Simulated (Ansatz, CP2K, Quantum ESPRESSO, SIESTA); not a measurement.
**Mg₃GaO₄ (Pm-3m, 8 atoms in the cell) computed with different codes at matched settings**

Self-consistent single point.

```xyz
8
Lattice="4.3635 0.0000 0.0000 0.0000 4.3635 0.0000 0.0000 0.0000 4.3635" Properties=species:S:1:pos:R:3 pbc="T T T"
Mg     0.0000     2.1817     2.1817
Mg     2.1817     0.0000     2.1817
Mg     2.1817     2.1817     0.0000
Ga     0.0000     0.0000     0.0000
O      2.1817     0.0000     0.0000
O      0.0000     2.1817     0.0000
O      0.0000     0.0000     2.1817
O      2.1817     2.1817     2.1817
```

Shared settings, as Ansatz (a quantum-chemistry and plane-wave program) writes them: kpoints.mp_grid.grid = 8 8 8; scf.occupations.method = fermi_dirac; scf.occupations.width = 0.05 eV. Potentials and cutoffs stand in the table.

```json
[
 {"code": "Ansatz", "model": "LDA (PW92), PAW files made with PBE", "pressure (GPa)": "-10.22", "cutoff": "420 eV"},
 {"code": "Quantum ESPRESSO", "model": "LDA (PZ), GBRV 1.5 ultrasoft (LDA) pseudopotentials", "pressure (GPa)": "-9.68", "cutoff": "50 Ry"},
 {"code": "CP2K", "model": "LDA (Pade form), GPW, DZVP-MOLOPT-SR-GTH basis, GTH-PADE potentials (GTH_POTENTIALS)", "pressure (GPa)": "-6.65", "cutoff": "grid 1000 Ry"},
 {"code": "SIESTA", "model": "LDA PW92, numerical atomic orbitals DZP, PseudoDojo LDA standard norm-conserving potentials (rewritten from UPF to PSML)", "pressure (GPa)": "-8.61", "cutoff": "grid 300 Ry"}
]
```

The spread over the programs that give each value: pressure within 3.57 GPa.

CP2K and SIESTA use small atom-centred bases, whose incompleteness enters pressures, forces and empty levels differently from a plane-wave cutoff. Ansatz's pressure is given at a fixed set of plane waves, as the other plane-wave codes print theirs; with its correction for the finite basis it is -9.70 GPa (the shift of 0.52 GPa shows how far the cutoff is from converged). The same LDA comes in different parametrisations, which differ slightly. In the pressure, CP2K (by 3.30) and SIESTA (by 1.34) lie more than 1 GPa from the median of the plane-wave programs.

The starting cell comes from a database of computed structures (which also holds hypothetical and non-ambient phases and stackings), without a prior relaxation at this level.

Left out of this page: GPAW (not drawn, or without a comparable value).

Keys are those of Ansatz 0.2.
